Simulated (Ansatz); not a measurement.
Given:

```xyz
2
Lattice="0.0000 3.0399 3.0399 3.0399 0.0000 3.0399 3.0399 3.0399 0.0000" Properties=species:S:1:pos:R:3 pbc="T T T"
Pb     0.0000     0.0000     0.0000
S      3.0399     3.0399     3.0399
```

No spin polarisation.

All numbers come from DFT with PBEsol, PAW potentials and a 420 eV plane-wave cutoff in Ansatz (an electronic-structure program), scalar-relativistic without spin-orbit coupling. Γ-centred 10×10×10 mesh, Fermi–Dirac width 0.05 eV.

What pressure does the calculation give?

-43.9 kbar.

Estimate the gap character.

Direct at L.

Estimate the width of the top valence band.

2.93 eV.

Predict the space group.

Fm-3m (No. 225).

With Pb present, leaving out spin-orbit coupling can change the band edges. The cells carry an imposed strain or load. No phonon test of stability was made. The cell was made from PbS in the rock salt structure (space group Fm-3m, No. 225) by this change: isotropic strain +3.00 %.
